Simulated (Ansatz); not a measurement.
Results of HSE06 in Ansatz (PAW) for cubic perovskite KNiF3.

Settings: plane-wave cutoff 460 eV, 6×6×6 k mesh, Fermi–Dirac smearing 0.01 eV, spin-polarised with parallel moments, scalar-relativistic PAW data made under PBE.

Results at a series of volumes:

| V (Å³/atom) | E − E_lowest (meV/atom) |
|---|---|
| 12.496 | 9.66 |
| 12.825 | 2.41 |
| 13.154 | 0.00 |
| 13.313 | 0.39 |
| 13.483 | 1.82 |
| 13.811 | 7.29 |

Q: What bulk modulus B0 and pressure derivative B′ does a third-order Birch–Murnaghan fit give?

A: V0 = 13.169 Å³/atom, B0 = 81.5 GPa, B′ = 4.6 (fit to the energies at full precision).

Note: the magnetic order was assumed, not searched for or taken from measurement.

The computed numbers hold no vibrational or temperature effects.

Ansatz is a program for electronic structure.
